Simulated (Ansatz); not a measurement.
End structure of H2O on the 1x1 (10-10) surface of wurtzite ZnO (cut with top plane O + Zn), one in a 2x1 cell, started at the site 'over O at depth 0.9 Å':

Host crystal: wurtzite ZnO, with a band gap (PBE, scalar-relativistic without spin-orbit coupling).

```xyz
35
Lattice="6.5590 0.0000 0.0000 0.0000 5.2938 0.0000 0.0000 0.0000 28.5000" Properties=species:S:1:pos:R:3 pbc="T T T"
O      1.6397     1.9980     9.5337
O      4.9192     1.9980     9.5337
Zn     1.6397     5.4592     9.8703
Zn     4.9192     5.4592     9.8703
O      0.0000     4.6170    10.4747
O      3.2795     4.6170    10.4747
Zn     0.0000     2.6193    10.3425
Zn     3.2795     2.6193    10.3425
O      0.0000     1.9680    12.3364
O      3.2795     1.9680    12.3364
Zn     0.0000     5.2726    12.4339
Zn     3.2795     5.2726    12.4339
O      1.6397     4.6064    13.3227
O      4.9192     4.6064    13.3227
Zn     1.6397     2.5965    13.2567
Zn     4.9192     2.5965    13.2567
O      1.6450     1.9633    15.1672
O      4.9255     1.9721    15.1864
Zn     1.6406     5.2532    15.2284
Zn     4.9234     5.2567    15.2347
O      0.0073     4.6190    16.1603
O      3.2771     4.6198    16.1545
Zn     0.0243     2.6186    16.0957
Zn     3.2676     2.6195    16.0933
O      0.0370     1.9775    18.0261
O      3.2623     1.9817    18.0233
Zn    -0.0096     5.2589    18.1068
Zn     3.2872     5.2619    18.0948
O      1.6431     4.6481    19.0328
O      4.9149     4.6287    18.9502
Zn     1.6450     2.7162    18.9794
Zn     4.9311     2.7889    18.5827
O      1.6046     1.3664    20.5662
H      2.3689     1.3912    21.1634
H      1.6356     0.4291    20.0649
```

Slab: 35 atoms, 9.4 Å thick at the start under the adsorbate (thin: gaps and levels are the slab's own); k 3x3x1, smearing 0.01 eV, dipole-corrected; single point; no symmetry held, on the structure that PBE left; no spin, no spin-orbit, no U, no dispersion correction. At the end it is bonded to Zn. In PBE it is, or lies within 0.03 eV of, the lowest of the starts that converged; the order may differ at this level.

A negative adsorption energy means that the adsorbate is more stable on the surface than in its reference.

Question: What adsorption energy against H2O(g) at the same level does HSE06, at the PBE geometry run with Ansatz (a first-principles code) give?

Answer: -0.99 eV

Question: Predict the change of the step from the bottom to the top vacuum level, against the clean slab from HSE06, at the PBE geometry.

Answer: -0.83 eV
